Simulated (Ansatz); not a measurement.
Band structure of ZrC (Fm-3m, 2 atoms in the cell).

```xyz
2
Lattice="0.0000 2.3089 2.3089 2.3089 0.0000 2.3089 2.3089 2.3089 0.0000" Properties=species:S:1:pos:R:3 pbc="T T T"
Zr     0.0000     0.0000     0.0000
C      2.3089     2.3089     2.3089
```

Method of the run: PBE, PAW files (plane waves; Ansatz, an electronic-structure program).

Settings: kpoints.mp_grid.grid = 10 10 10; hamiltonian.xc = pbe; hamiltonian.pseudopotentials = {kind: paw} (an earlier, softer set of the program's PAW files); scf.occupations.method = gaussian; scf.occupations.width = 0.2 eV; kpoints.band_path.npoints = 8.

The starting cell has typed, rounded lattice constants, without a prior relaxation at this level. Its lattice was rescaled by a random factor within 2.5 % of one.

Levels in eV from the Fermi level, bands 5 to 11:
| point | 5 | 6 | 7 | 8 | 9 | 10 | 11 |
|---|---|---|---|---|---|---|---|
| Γ | -11.50 | 0.94 | 0.94 | 0.94 | 1.10 | 1.10 | 1.10 |
| X | -10.39 | -1.97 | -1.94 | 0.11 | 0.11 | 4.73 | 6.05 |
| W | -9.60 | -2.78 | -2.37 | -2.37 | 3.43 | 3.43 | 6.06 |
| K | -9.68 | -3.15 | -2.26 | -1.65 | 1.54 | 5.18 | 5.71 |
| L | -8.15 | -5.52 | -3.13 | -3.13 | 4.78 | 4.78 | 5.66 |
| U | -9.68 | -3.15 | -2.26 | -1.65 | 1.54 | 5.18 | 5.71 |

Bands cross the Fermi level along this path, so the cell is metallic at this level.

Keys are those of Ansatz 0.2.
